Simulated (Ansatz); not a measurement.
Base system: KF in the rock salt structure (space group Fm-3m, No. 225; a = 5.3068 Å). Axes: x, y, z lie along the cube axes.

Level of theory: Ansatz (an electronic-structure program), PBEsol, PAW, cutoff 420 eV, no SOC.

Before the change:

```
Item                                Result
---------------------  -------------------
Electron mass               0.54 mₑ (at Γ)
Valence-band top at Γ  0.00, 0.00, 0.00 eV
Pressure                         -0.01 GPa
```

Perturbation: compressive biaxial strain of 1.67 % in the plane normal to [111], as in epitaxy on a mismatched substrate; the out-of-plane cell vector and the atoms relax.

Predict the new electron mass.

The electron mass becomes 0.53 mₑ (at Γ) (base: 0.54 mₑ (at Γ)).

How does this affect the ratio −ε⊥/ε∥?

The ratio −ε⊥/ε∥ comes out as 0.91.

Predict the new valence-band top at Γ.

The valence-band top at Γ (three highest levels, from the VBM) changes from 0.00, 0.00, 0.00 eV to 0.00, 0.00, -0.03 eV.

Estimate the effect on the pressure.

The pressure (mean of the normal stresses, compression positive) rises by 0.623 GPa (-0.01 GPa → 0.62 GPa).

The levels and masses belong to the bands next to the band gap. Masses are band curvatures over ±0.01 Å⁻¹ around the edge. Whether these cells are dynamically stable was not tested.
